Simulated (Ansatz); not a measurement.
The parent structure is MoSi2 (space group I4/mmm, No. 139; relaxed with 0.1 eV smearing).

```
CELL_PARAMETERS angstrom
     -1.58700     1.58700     3.88936
      1.58700    -1.58700     3.88936
      1.58700     1.58700    -3.88936
ATOMIC_POSITIONS crystal
  Si 0.66479 0.66479 0.00000
  Si 0.33521 0.33521 0.00000
  Mo 0.00000 0.00000 0.00000
```

Cartesian axes are those of the cell as printed.

Level of theory: plane-wave PAW DFT at the LDA level (Ansatz, a first-principles code, 420 eV), spin-orbit coupling left out.

Perturbation: the cell is compressed by 2.50 % along z with no lateral relaxation, atoms relaxed at fixed cell.

Task: Predict the stress tensor and what it implies for the stiffness.

Result: Stress of the strained cell less that of the base (GPa, compression positive):
```
    2.7     0.0     0.0
    0.0     2.7     0.0
    0.0     0.0    14.9
```

Then −Δσ_ii/ε with ε = -0.0250 gives secant stiffness values (nonlinear terms included at this strain): C33 ≈ 597 GPa, C13 ≈ 107 GPa and C23 ≈ 107 GPa.

As a check, the harmonic strain energy −½ V₀ Δσ:ε is 15 meV/atom; the computed energy rise is 15 meV/atom.

Whether these cells are dynamically stable was not tested. The final runs are not spin-polarised.
